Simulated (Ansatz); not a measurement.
Start from ZnSiP2 in the chalcopyrite structure (space group I-42d, No. 122; a = 5.378 Å, c = 10.466 Å).

The values are results of r2SCAN (Ansatz, a program for electronic structure; PAW; 500 eV plane waves; scalar-relativistic without spin-orbit coupling), not measurements.

Base values:

| Quantity | Result |
|---|---|
| Valence-band top at Γ | 0.00, -0.13, -0.13 eV |
| Width of the top valence band | 1.27 eV |

Modification: Sn takes the place of Si on all its sites, then cell and atoms are relaxed.

### Question
How does this affect the valence-band top at Γ?

### Answer
The valence-band top at Γ (three highest levels, from the VBM) changes from 0.00, -0.13, -0.13 eV to 0.00, 0.00, -0.01 eV.

### Question
Estimate the effect on the width of the top valence band.

### Answer
The width of the top valence band grows by 0.18 eV to 1.45 eV.

The levels and masses belong to the bands next to the band gap. No phonon test of stability was made.
